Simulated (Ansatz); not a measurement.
Start from Eu in the bcc (W type) structure (space group Im-3m, No. 229; a = 4.233 Å; ferromagnetic).

Level of theory: Kohn–Sham DFT with the PBEsol functional, run in Ansatz (a program for electronic structure) with PAW and 420 eV plane waves, no SOC, earlier PAW set.

Base values:

The volume per atom is 37.92 Å³. The largest site moment comes out as 6.96 μB.

It is then changed as follows: cell and atoms relaxed at a pressure of 1.5 GPa.

Problem. Estimate the effect on the volume per atom and largest site moment.

Solution. The volume per atom falls by 2.94 Å³ to 34.98 Å³; the largest site moment hardly moves (6.96 μB against 6.93 μB).

Other magnetic orders, which the real material may have, were not ruled out. The state of the 4f shell was not checked for lower solutions. Load acts through the strain it causes; cell and atoms are relaxed under it. Whether these cells are dynamically stable was not tested.
